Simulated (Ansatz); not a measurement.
## A computed series for MgTe: response to strain

Start from MgTe in the wurtzite structure (space group P6_3mc, No. 186; a = 4.609 Å, c = 7.500 Å). Axes: x lies along a and z along c of the hexagonal cell.

Strains are applied to the cell and any free atomic positions relax.

Level of theory: PBE, PAW, 420 eV (Ansatz, a quantum-chemistry and plane-wave program; scalar-relativistic without spin-orbit coupling).

Notes on the quantities. band gap: an upper bound: an edge found on the path is not a true extremum; the base alone; energy relative to the base: free energy F; pressure: mean of the normal stresses, compression positive.

```tsv
case	band gap	energy relative to the base	pressure	volume per atom
base	2.37 eV	0 meV/atom	-0.01 GPa	34.49 Å³
uniaxial strain ε_zz = +0.60 %	2.34 eV	+0.2 meV/atom	-0.21 GPa	34.70 Å³
uniaxial strain ε_zz = +1.20 %	2.30 eV	+0.9 meV/atom	-0.40 GPa	34.91 Å³
uniaxial strain ε_zz = +1.80 %	2.25 eV	+1.9 meV/atom	-0.59 GPa	35.11 Å³
uniaxial strain ε_zz = +2.40 %	2.21 eV	[?]	[?]	35.32 Å³
uniaxial strain ε_zz = +3.00 %	2.17 eV	+5.3 meV/atom	-0.96 GPa	35.53 Å³
```

Question: Complete the table.

Answer: 
- uniaxial strain ε_zz = +2.40 %, energy relative to the base: +3.4 meV/atom
- uniaxial strain ε_zz = +2.40 %, pressure: -0.78 GPa

Spin-orbit coupling, missing from the scalar runs, can matter with Te. Whether these cells are dynamically stable was not tested.
